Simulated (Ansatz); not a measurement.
K2SO4 (Pnma, No. 62), treated with PBEsol in Ansatz (plane waves, PAW).

Settings: plane-wave cutoff 520 eV, 6×6×4 k mesh (along the axes of the cell as run), Fermi–Dirac smearing 0.01 eV, scalar-relativistic PAW data made under PBE.

Shape and atoms are relaxed at each volume.

The direct gap at Γ against volume; x = 100 ln(V/15.370 Å³). One gap is withheld.

```json
[
 {"V (Å³/atom)": "14.755", "x": "-4.08", "gap (eV)": "?"},
 {"V (Å³/atom)": "15.063", "x": "-2.02", "gap (eV)": "5.533"},
 {"V (Å³/atom)": "15.370", "x": "0.00", "gap (eV)": "5.422"},
 {"V (Å³/atom)": "15.678", "x": "1.98", "gap (eV)": "5.313"},
 {"V (Å³/atom)": "15.985", "x": "3.92", "gap (eV)": "5.207"}
]
```

### Question
Fit a straight line to the rows shown, give the volume deformation potential and predict the withheld gap.

### Answer
Means of the 4 rows: x̄ = 0.970, ȳ = 5.3688 eV. Σ(x − x̄)(y − ȳ) = -1.0762 and Σ(x − x̄)² = 19.604, so the slope is -0.0549 eV per unit of x, and dE_g/d ln V = -5.5 eV. At x = -4.08: 5.3688 + (-0.0549) × (-4.08 − (0.970)) = 5.646 eV. The run gives 5.648 eV, 0.002 eV above the line.

Note: the relaxation could not lower the start's symmetry, so the cell can be a saddle point above a distorted one.

Ansatz is an electronic-structure program.
